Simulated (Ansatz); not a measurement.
```
CELL_PARAMETERS angstrom
      0.00000     2.83740     2.83740
      2.83740     0.00000     2.83740
      2.83740     2.83740     0.00000
ATOMIC_POSITIONS crystal
  Al 0.00000 0.00000 0.00000
  As 0.75000 0.75000 0.75000
```

The numbers are results of PBEsol with spin-orbit coupling, rigid bands (plane waves, PAW; Ansatz, a first-principles code), not measurements. Condition of this run: spin-orbit coupling switched on. How the cell was made: cell and atoms relaxed with PBEsol.

### Question
Predict the electron conductivity mass (n e² τ/σ) at 300 K, by direction if it differs.

### Answer
0.33 mₑ.

### Question
What conductivity effective mass do dilute holes have at 300 K?

### Answer
0.59 mₑ.

### Question
And the band gap?

### Answer
1.25 eV at this level; semilocal functionals usually fall short of the measured gap.

Rigid bands, one relaxation time for all states, no polarons.
